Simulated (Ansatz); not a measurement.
Ge: Ge → C

The reference is Ge in the diamond structure (space group Fd-3m, No. 227; a = 5.762 Å).

Now apply this change: every Ge is replaced by C; the structure is relaxed again.

Level of theory: PBE in Ansatz (plane waves to 420 eV, PAW, spin-orbit coupling left out). Settings: 16×16×16 k-points, 0.05 eV Fermi–Dirac smearing, for the changed cell.

```csv
quantity,base,changed,shift
volume per atom,23.91 Å³,5.70 Å³,-18.21 Å³
density,5.05 g/cm³,3.50 g/cm³,-1.543 g/cm³
space group,Fd-3m (No. 227),Fd-3m (No. 227),–
shortest interatomic distance,2.495 Å,1.547 Å,-0.948 Å
band gap,zero,4.13 eV,–
gap character,absent,"indirect, Γ → Γ–X (71 % along)",–
electron mass,–,"1.7 mₑ along k, 0.29 mₑ across (off the special points)",–
```

Final structure:

```yaml
crystal:
  lattice:
    - [0.00000, 1.78580, 1.78580]
    - [1.78580, 0.00000, 1.78580]
    - [1.78580, 1.78580, 0.00000]
  atoms:
    - { symbol: C, position: [0.00000, 0.00000, 0.00000] }
    - { symbol: C, position: [0.25000, 0.25000, 0.25000] }
```

Effective masses come from finite differences of ±0.01 Å⁻¹. Along k means along the line from Γ to the band edge. Whether these cells are dynamically stable was not tested. A zero or small gap of Ge can be the functional's error rather than a property of the material.

Ansatz is a quantum-chemistry and plane-wave program.
